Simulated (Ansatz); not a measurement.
Ansatz (a first-principles code) run on Ca2CoN2 (I4mm, 5 atoms in the cell): self-consistent single point.

Level of theory: PBEsol, default PAW files made with PBE (plane waves; Ansatz).

```xyz
5
Lattice="-1.7685 1.7685 6.1333 1.7685 -1.7685 6.1333 1.7685 1.7685 -6.1333" Properties=species:S:1:pos:R:3 pbc="T T T"
Ca     0.0000     0.0000     4.2775
Ca     0.0000     0.0000     8.0392
Co     0.0000     0.0000     0.0000
N      0.0000     0.0000     1.7665
N      0.0000     0.0000    10.5002
```
Moments meant for the start (each program seeds them in its own way; μB, in the order of the atoms Ca Ca Co N N): 0.0 0.0 3.0 0.0 0.0.

Reference input (self-consistent single point, DFT, PBEsol, plane waves, default PAW files made with PBE): basis.ecutwfc = 420 eV; kpoints.mp_grid.grid = 8 8 8; hamiltonian.xc = pbesol; hamiltonian.pseudopotentials = {kind: paw} (the program's default PAW files); magnetization.spin_polarized = true; scf.occupations.method = fermi_dirac; scf.occupations.width = 0.1 eV. This run's input differs from it in these lines:

Ansatz 0.2 input:
```diff
@@ -15,3 +15,3 @@
   mp_grid:
-    grid: [8, 8, 8]
+    grid: [13, 13, 13]
 hamiltonian:
@@ -24,4 +24,4 @@
   occupations:
-    method: fermi_dirac
-    width: 0.1
+    method: methfessel_paxton
+    width: 1.0
 output:
```

Log, with long lists cut:

```
SCF iter   1: F=—  HF=-9444.712267 eV  |F-HF|=—  |Δ(HF+E_count)|=         —  Δρ=9.99e-2 (↑9.99e-2 ↓4.96e-2)  dr2=1.84e1  dr2_m=5.74e-1  M=2.396 μB ∫|m|=2.599 μB  β_m=0.30  ethr=3.10e-3  ⟨swp⟩=7.2  Hψ=63326  notcnv=0
Mixer restart at iter 1: flushing history
all-band conjugate gradients solve this SCF's bands
preconditioner: auto → Kerker (q_TF=auto, 2.514 Å⁻¹)
spin=Collinear: Kerker preconditioning applied to the charge; magnetization (m = ρ↑ − ρ↓) channel mixes plain (no charge-response kernel on spin).
   [... lines left out ...]
SCF iter  28: F=-9440.875199 eV  HF=-9440.875199 eV  |F-HF|=2.54e-8  |Δ(HF+E_count)|=   1.74e-9  S|Δr|=    0.00e0  Δρ=3.43e-6 (↑3.15e-6 ↓3.43e-6)  dr2=2.47e-8  dr2_m=8.79e-11  M=1.933 μB ∫|m|=2.113 μB  β_m=0.76  ethr=1.65e-10  ⟨swp⟩=3.0  Hψ=32747  notcnv=0
SCF iter  29: F=-9440.875199 eV  HF=-9440.875199 eV  |F-HF|=1.24e-8  |Δ(HF+E_count)|=   1.58e-9  S|Δr|=    0.00e0  Δρ=2.60e-6 (↑2.08e-6 ↓2.60e-6)  dr2=1.34e-8  dr2_m=1.63e-10  M=1.933 μB ∫|m|=2.113 μB  ethr=5.26e-11  ⟨swp⟩=2.0  Hψ=36882  notcnv=0
SCF 1 converged in 29 iterations: F = -9440.875199 eV  dr2 = 1.34e-8
the search or the solves at the SCF's close seem to have found levels that the self-consistency loop had missed (the run counts 1) …
Stability not checked (fill_not_monotonic)
   [... lines left out ...]
Absolute magnetization: 2.1149 μB (∫|ρ↑−ρ↓|, with the PAW one-centre terms)
Free energy (F): -9440.875199 eV
Fermi energy:    9.018983 eV
   [... lines left out ...]
  atom   5  N     -0.00000000     0.00000000     0.54821515
--- Stress (GPa, compression-positive) ---
       -2.133469       0.000000      -0.000000
        0.000000      -2.133469       0.000000
       -0.000000      -0.000000      -7.614308
  P = ⅓ Tr σ = -3.9604 GPa (-39.604 kbar)
  The stress holds the Pulay correction. Without it, at fixed plane waves, as pw.x and ABINIT print it: P = -4.2522 GPa
```

The run converged in 29 iterations. Against the reference run the free energy rises by 7.9 meV/atom, the pressure goes from -3.69 to -3.96 GPa, the largest force goes from 0.387 to 0.548 eV/Å and the size of the net moment goes from 0.42 to 0.39 μB/atom.

The starting cell comes from a database of computed structures (which also holds hypothetical and non-ambient phases and stackings), without a prior relaxation at this level. Its lattice was rescaled by up to half a per cent. One atom was moved a little off its site on purpose. With one magnetic atom in the cell only a parallel order is possible. With a pressure of about -4 GPa the cell is away from its equilibrium volume at this level. Ansatz's pressure includes its estimate of the finite-basis (Pulay) stress.

Cost on one core of a shared machine: roughly 5 min.
